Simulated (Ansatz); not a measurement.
System: TiRh3 (Pm-3m, No. 221, 4 atoms in the cell; start mp-1152). Method: LDA (Ansatz, a program for electronic structure, plane waves, PAW).

Settings: plane-wave cutoff 520 eV, 14×14×14 k mesh, Fermi–Dirac smearing 0.05 eV, no spin polarisation, scalar-relativistic PAW data made under PBE.

Cell (relaxed at this level):

Rh3Ti has the cubic space group Pm-3m (No. 221), the Cu3Au type structure, Pearson symbol cP4. Lattice parameters: a = b = c = 3.7704 Å, α = β = γ = 90.00°. Ti on 1a is surrounded by 12 Rh at 2.666 Å (cuboctahedral). Rh on 3c is surrounded by 8 Rh at 2.666 Å and 4 Ti at 2.666 Å (cuboctahedral). (Neighbours: up to the widest gap in distance over summed covalent radii, below 1.35, at either atom.)

### Question
Predict the bulk modulus B0.

### Answer

- bulk modulus B0 = 279 GPa

Note: the run has no spin polarisation, so it can have missed a magnetic state; the bulk modulus is −V dP/dV from two relaxed cells at ±2 % in volume; the relaxation could not lower the start's symmetry, so the cell can be a saddle point above a distorted one.

The computed numbers hold no vibrational or temperature effects.

Computing time: very roughly 110 core-seconds.

A start named mp-… is a Materials Project structure, which need not be a measured phase.
